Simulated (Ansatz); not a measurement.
Functionals compared on a constructed model of the (111)B surface of 3C silicon carbide, C-terminated, (√3x√3)R30° In adatom at H3 (bottom of the slab: 3 H on 3 bottom sites), in Ansatz (plane waves, PAW). The structure was relaxed with PBE; the other rows are single points on it. Cutoff 420 eV (500 eV for r2SCAN). HSE06 used the coarser mesh 4x4x1.

Slab: 28 atoms, 11.1 Å thick at the start with caps and adatoms (thin: gaps and levels are the slab's own); k 6x6x1, smearing 0.025 eV, dipole-corrected; 6 atoms held, the rest relaxed; start symmetry kept, larger cells not searched; no spin, no spin-orbit, no U. In PBE it is, or lies within 0.01 eV a 1x1 cell of, the lowest of the 2 structures of its composition computed so far; subsurface sites and larger cells were not tried. These notes are the PBE run's.

```
functional  gap of the slab on its k-mesh (eV)  highest filled level below the top vacuum level (eV)  rough cost of the single point
----------  ----------------------------------  ----------------------------------------------------  ------------------------------
PBE                                       0.68                                                  4.17                               –
r2SCAN                                       …                                                     …         roughly 60 core-seconds
```

Q: Fill in the missing entries.

A: 
- r2SCAN, gap of the slab on its k-mesh (eV): 0.78
- r2SCAN, highest filled level below the top vacuum level (eV): 4.35

Ansatz is an electronic-structure program.
